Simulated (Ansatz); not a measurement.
Results of LDA in Ansatz (plane waves, PAW) for A15 Mo3Si.

Total energies, extrapolated to zero smearing (they compare only within this program, potentials and cutoff; free atoms with spin allowed, lowest state found):

```csv
system,energy (eV/atom)
"A15 Mo3Si, relaxed",-3784.6764
free Si atom,-603.3541
free Mo atom,-4834.7623
```

Work out the cohesive energy per atom.

E_coh = [1 × (-603.3541) + 3 × (-4834.7623)]/4 − (-3784.6764) = 7.77 eV/atom. The reference value is 6.62 ± 0.03 eV/atom (derived here from tabulated measurements, copied from a table, unchecked, brought to a static lattice with a Debye model, atoms in their spin–orbit ground levels; inputs from the CRC Handbook), a difference of +1.15 eV/atom.

The PAW data were made under PBE.

Ansatz is a first-principles code.
